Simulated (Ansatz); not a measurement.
# Point defect Si on the Nb site in metastable rock-salt NbN

Computed with PBE, PAW (plane waves to 420 eV; Ansatz, an electronic-structure program). Details: 64-site cell; 4×4×4 shifted k-points; start: the Nb site; not converged in cell size; the relaxation kept the symmetry of the starting site.

Neighbours after relaxation, in Å: of the Si atom: N 1.94, N 1.94, N 1.94, N 1.94, N 1.94, N 1.94.

Formation energies E_f are those of the neutral cell. Chemical conditions: N-rich (Δμ(Nb) = -1.91 eV, Δμ(Si) = -2.47 eV, bounded by beta Si3N4; only phases computed here count, gases as isolated molecules at 0 K); Nb-rich (Δμ(Nb) = 0.00 eV, Δμ(Si) = -1.84 eV, bounded by Nb5Si3 (I4/mcm); only phases computed here count, gases as isolated molecules at 0 K). Reference phases: Nb: bcc Nb, Si: silicon.

```json
[
 {"charge": "0", "moment (μB)": "not spin-polarised", "point group": "Oh", "largest move off a lattice site (Å)": "0.27", "E_f, N-rich (eV)": "2.24", "E_f, Nb-rich (eV)": "3.51"}
]
```

Point groups are those of the whole cell at tolerances of 0.03 and 0.1 Å ("near" where only the looser one holds); none is given for unsettled states.

All states together cost very roughly 5 core-minutes.
